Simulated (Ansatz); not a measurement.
Results of PBEsol (plane waves, PAW; Ansatz, a quantum-chemistry and plane-wave program) for CsCl-type AuCd.

Settings: plane-wave cutoff 500 eV, 16×16×16 k mesh, Fermi–Dirac smearing 0.1 eV, scalar-relativistic PAW data made under PBE.

Computed at the level's own relaxed cell.

Question: What does this level give for the equilibrium volume per atom and equilibrium lattice constant a?

Answer: 
* **equilibrium volume per atom**: 18.26 Å³/atom
* **equilibrium lattice constant a**: 3.318 Å

The run finds no gap.

Spin–orbit coupling is not included; it can shift volumes and moduli of such heavy elements.

Static lattice: no zero-point or thermal effects.
